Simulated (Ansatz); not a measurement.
**Input and output of a self-consistent single point for Ti (P-3m1, 2 atoms in the cell) (Ansatz, a quantum-chemistry and plane-wave program)**

Method: LDA (PW92), default PAW files made with PBE (plane waves; Ansatz).

This input was run:

Ansatz 0.2 input:
```yaml
# Ti
crystal:
  lattice:
    - [1.467625, -2.542001, 0.000000]
    - [1.467625, 2.542001, 0.000000]
    - [0.000000, 0.000000, 4.656600]
  atoms:
    - { symbol: Ti, position: [0.333333, 0.666667, 0.260737] }
    - { symbol: Ti, position: [0.666667, 0.333333, 0.750000] }
basis:
  ecutwfc: 420.0
kpoints:
  mp_grid: { grid: [13, 13, 7] }
hamiltonian:
  xc: lda
  pseudopotentials: { kind: paw }
scf:
  occupations: { method: fermi_dirac, width: 0.1 }
output:
  forces: true
  eigenvalues: true
  stress: true
```

The program printed (abridged):

```
WARN the atoms were moved onto the symmetric positions of the space group found under crystal.symmetry.tolerance 1.0e-5 (fractional …
WARN ansatz: RAYON_NUM_THREADS=1 ignored (pool sized by the plan → 1); use --threads N
Pseudopotentials: kind: paw
Pseudopotential: Ti, paw, valence charge 12
Crystal: 2 atoms, lattice volume = 34.745 Å³
Basis set: ecut = 420 eV, 687 PW (Γ)
Bands: 16, of which v1, the nominal top of the filled ones, is band 12 counted from 1 (11 counted from 0)
Symmetry: 12 space group operations
Space group: P-3m1 (ITA 164), of the structure as read, at distance tolerance 3.3e-5 Å
k-points: 126 of 1183
PAW frozen core: Ti, regenerated for the run's functional, and the local potential with it
Initial density: superposition of atomic densities (neutral atoms: chi_scale 0, normalization atom), corrected by the library's trained network
Initial wavefunctions: pseudopotential atomic-orbital guess
Eigensolver: davidson
Functional: x = slater, c = lda
SCF iter   1: F=—  HF=-4900.567568 eV  |F-HF|=—  |Δ(HF+E_count)|=         —  Δρ=6.20e-3  dr2=5.78e-3  ethr=1.77e-3  ⟨swp⟩=4.5  Hψ=18962  notcnv=0
all-band conjugate gradients solve this SCF's bands
automatic band count: the SCF goes on with 20 bands, as 16 were too few: the levels above may hold too much charge
preconditioner: auto → none
SCF iter   2: F=—  HF=-4900.566215 eV  |F-HF|=—  |Δ(HF+E_count)|=   1.35e-3  Δρ=3.14e-3  dr2=1.48e-3  ethr=2.41e-5  ⟨swp⟩=1.0  Hψ=3528  notcnv=0
SCF iter   3: F=—  HF=-4900.566218 eV  |F-HF|=—  |Δ(HF+E_count)|=   2.62e-6  Δρ=4.18e-4  dr2=1.15e-4  ethr=6.15e-6  ⟨swp⟩=2.5  Hψ=3423  notcnv=0
SCF iter   4: F=—  HF=-4900.566229 eV  |F-HF|=—  |Δ(HF+E_count)|=   1.13e-5  Δρ=3.08e-4  dr2=1.28e-4  ethr=4.80e-7  ⟨swp⟩=2.0  Hψ=3156  notcnv=0
SCF iter   5: F=—  HF=-4900.566200 eV  |F-HF|=—  |Δ(HF+E_count)|=   2.96e-5  Δρ=1.24e-5  dr2=4.24e-8  ethr=4.80e-7  ⟨swp⟩=2.0  Hψ=2981  notcnv=0
SCF iter   6: F=—  HF=-4900.566198 eV  |F-HF|=—  |Δ(HF+E_count)|=   1.88e-6  Δρ=3.94e-6  dr2=3.70e-9  ethr=1.77e-10  ⟨swp⟩=2.4  Hψ=8490  notcnv=0
SCF iter   7: F=-4900.566198 eV  HF=-4900.566198 eV  |F-HF|=1.27e-11  |Δ(HF+E_count)|=  5.10e-10  Δρ=3.62e-7  dr2=1.93e-11  ethr=1.54e-11  ⟨swp⟩=1.5  Hψ=7114  notcnv=0
SCF 1 converged in 7 iterations: F = -4900.566198 eV  dr2 = 1.93e-11
SCF converged after 7 iterations
Free energy (F): -4900.566198 eV
Harris-Foulkes:  -4900.566198 eV  (|F-HF|=1.27e-11)
Internal energy: -4900.486911 eV  (E = F + TS)
E sigma→0 (E₀):  -4900.526554 eV
Entropy (-TS):   -0.079287 eV (-39.644 meV/atom)
Fermi energy:    13.037573 eV
--- Per-component energies (eV) ---
  E_band       = -316.745129
  E_kinetic    = 544.174645
  E_local      = -1635.810602  (includes V_loc(G=0)·N_el)
  E_nonlocal   = 24.144017
  E_hartree    = 668.325532
  E_xc         = -192.896262
  E_vxc        = -242.719813  (∫ρ·V_xc dr)
  E_paw        = -1997.876564  (= ΣΔE_a)
  E_vpaw       = -343.184611  (= ΣTr[D̂ρ^β])
  E_aug_tail   = 0.000190  (compensation charges beyond the density's cutoff)
  E_ewald      = -2311.199767
  E_core_change = 0.651901  (= ΣΔE_core)
  E_smearing   = -0.079287  (= −TS)
  E_closure    = 0.000000  (closes the sum)
  Σ components = -4900.566198   (vs F -4900.566198, Δ=0.00e0)
--- Forces (eV/Å), atoms counted from 1 ---
  atom   1  Ti     0.00000000    -0.00000000    -0.12103894
  atom   2  Ti     0.00000000     0.00000000     0.12103894
  max |Σ_I F_I| component: 7.40e-17 eV/Å
--- Stress (GPa, compression-positive) ---
       -8.083977       0.000000      -0.000000
       -0.000000      -8.083977      -0.000000
       -0.000000      -0.000000      -8.312876
  P = ⅓ Tr σ = -8.1603 GPa (-81.603 kbar)
  The stress holds the Pulay correction. Without it, at fixed plane waves, as pw.x and ABINIT print it: P = -8.1941 GPa
--- Band table (eV; the first three rows and the last of 126) ---
  k-point 0: bands = ["-43.1765", "-43.0309", "-20.0889", "-19.4343", "-19.4343", "-19.3550", "-19.3294", "-19.3294", "6.9442", "10.3840", "13.7972", "13.8067", "13.8067", "14.0595", "14.2877", "14.2877", "14.6782", "14.6782", "16.2071", "16.2071"]
  k-point 1: bands = ["-43.1695", "-43.0380", "-20.0544", "-19.4292", "-19.4292", "-19.3924", "-19.3344", "-19.3344", "7.1161", "10.3002", "13.5622", "13.7307", "13.7307", "13.9088", "14.2042", "14.2042", "14.8564", "14.8564", "16.2147", "16.2147"]
  k-point 2: bands = ["-43.1503", "-43.0576", "-19.9574", "-19.4959", "-19.4153", "-19.4153", "-19.3484", "-19.3484", "7.6111", "9.9423", "13.1264", "13.6422", "13.6435", "13.6435", "14.0005", "14.0005", "15.2446", "15.2446", "16.1755", "16.1755"]
  k-point 125: bands = ["-43.0208", "-43.0170", "-19.9054", "-19.8985", "-19.7341", "-19.6732", "-19.4684", "-19.4573", "11.5638", "11.6585", "12.0902", "12.2343", "12.8366", "12.9468", "14.5344", "14.9272", "16.1925", "16.3104", "19.3309", "19.6201"]
```

The run converged in 7 iterations.

The starting cell has typed, rounded lattice constants, without a prior relaxation at this level. Its lattice was rescaled by up to half a per cent. One atom was moved a little off its site on purpose. Spin polarisation is off. With a pressure of about -8 GPa the cell is away from its equilibrium volume at this level. Ansatz's pressure includes its estimate of the finite-basis (Pulay) stress.
